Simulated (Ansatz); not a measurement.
System: OsIr₃ (model structure, started from the A15 type, Pm-3n, No. 223, 8 atoms in the cell). Method: LDA (PAW; Ansatz, a program for electronic structure).

Numerical settings: plane-wave cutoff 520 eV, 12×12×12 k mesh, Fermi–Dirac smearing 0.05 eV, no spin polarisation, scalar-relativistic PAW data made under PBE.

Cell (relaxed at this level):

```
Ir3Os
1.0
    4.85640     0.00000     0.00000
    0.00000     4.85640     0.00000
    0.00000     0.00000     4.85640
Ir Os
6 2
Direct
  0.25000   0.00000   0.50000
  0.75000   0.00000   0.50000
  0.00000   0.50000   0.25000
  0.00000   0.50000   0.75000
  0.50000   0.25000   0.00000
  0.50000   0.75000   0.00000
  0.00000   0.00000   0.00000
  0.50000   0.50000   0.50000
```

Question: What does this level give for the bulk modulus?

Answer: 
bulk modulus: 377 GPa

Note: the run has no spin polarisation, so it can have missed a magnetic state; the bulk modulus is −V dP/dV from two relaxed cells at ±2 % in volume; the relaxation could raise the start's symmetry but not lower it, so the cell can be a saddle point.

Spin–orbit coupling is not included.

Static lattice: no zero-point or thermal effects.

Cost on a shared machine: around 4 core-minutes (rough).

A model structure was made by putting elements into a prototype or built by hand; it is no filed structure, need not be a known phase, and can be a saddle point held by its symmetry.
